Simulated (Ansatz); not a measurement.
# Defect calculation: Mg on the B site + N vacancy in zinc-blende BN

All values below come from PBE, PAW (plane waves to 420 eV; Ansatz, a quantum-chemistry and plane-wave program). The supercell holds 64 host sites (2×2×2 repeats of the unit cell), with a 2×2×2 shifted k-point sampling for the final energies. Sites at the start: the B site; N 1.57 Å away. Energies of charged states are corrected for periodic images (point charge plus alignment at distant sites). Dielectric constants: PBE linear response of the host. Host gap at this level: 4.46 eV. A cell of this size leaves errors of a few tenths of an eV. PBE underestimates the host's gap, which shifts levels and can delocalise carriers. Spin–orbit coupling is left out. Each state is the lowest found from its start.

Formation energies E_f are given with the Fermi level at the valence-band maximum. Chemical conditions: B-rich (Δμ(B) = 0.00 eV, Δμ(N) = -2.35 eV, Δμ(Mg) = -0.70 eV, bounded by MgB4 (Pnma); only phases computed here count, gases as isolated molecules at 0 K). Reference phases: B: alpha boron, Mg: hcp Mg, N: N2 molecule in a box.

```json
[
 {"charge": "+2†", "moment (μB)": "0.0", "largest move off a lattice site (Å)": "0.44", "image correction with alignment (eV)": "0.94", "E_f, B-rich (eV)": "–", "above the lowest spin state (eV)": "0.00"},
 {"charge": "+2†", "moment (μB)": "not spin-polarised", "largest move off a lattice site (Å)": "0.44", "image correction with alignment (eV)": "0.95", "E_f, B-rich (eV)": "–", "above the lowest spin state (eV)": "0.00"},
 {"charge": "+1", "moment (μB)": "1.0", "largest move off a lattice site (Å)": "0.44", "image correction with alignment (eV)": "0.19", "E_f, B-rich (eV)": "5.53", "above the lowest spin state (eV)": "0.00"},
 {"charge": "0", "moment (μB)": "not spin-polarised", "largest move off a lattice site (Å)": "0.43", "image correction with alignment (eV)": "0.00", "E_f, B-rich (eV)": "5.94", "above the lowest spin state (eV)": "0.00"}
]
```

† Not settled in this cell, so no level is given: charge +2: level within 0.1 eV of a band edge or past it.

Starting moments that weren't kept: charge +2 began with 2 μB and ended with 0.0.

Transition levels above the valence-band maximum: ε(+1/0) = 0.41 eV. On the lower envelope of the bound states, inside the gap: (+1/0) at 0.41 eV.

Flagged in the runs: a strain field that reaches the edge of the cell.

All states together cost around 14 core-minutes (rough).
